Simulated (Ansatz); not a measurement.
# FeB, response to strain

Base system: FeB (space group I4_1/amd, No. 141; a = 2.898 Å, c = 14.811 Å; ferromagnetic; a cell from a computed database, its experimental status unchecked). Axes: x, y, z lie along a, b, c of the conventional cell.

Strains are applied to the cell and any free atomic positions relax; under biaxial strain the out-of-plane vector relaxes too.

The values are results of PBEsol/PAW in Ansatz (a quantum-chemistry and plane-wave program), without spin-orbit coupling, not measurements.

Notes on the quantities. energy relative to the base: free energy F; pressure: mean of the normal stresses, compression positive.

```csv
variant,energy relative to the base,volume per atom,largest site moment,pressure
base,0 meV/atom,7.77 Å³,1.31 μB,0.0 GPa
"biaxial strain +1.25 %, plane normal [001], relaxed out of plane",[?],7.90 Å³,1.34 μB,[?]
isotropic strain −5.18 %,[?],6.63 Å³,1.07 μB,68.9 GPa
isotropic strain −4.24 %,[?],6.83 Å³,1.12 μB,52.7 GPa
isotropic strain −0.97 %,+6.6 meV/atom,7.55 Å³,1.28 μB,9.6 GPa
```

Complete the table.


- biaxial strain +1.25 %, plane normal [001], relaxed out of plane, energy relative to the base: +4.0 meV/atom
- biaxial strain +1.25 %, plane normal [001], relaxed out of plane, pressure: -4.4 GPa
- isotropic strain −5.18 %, energy relative to the base: +0.215 eV/atom
- isotropic strain −4.24 %, energy relative to the base: +139 meV/atom

Other magnetic orders, which the real material may have, were not ruled out. Without a gap, meshes like the base's 14×14×14 leave anisotropic stresses uncertain by several tenths of a GPa, and small strain energies with them. No phonon test of stability was made.
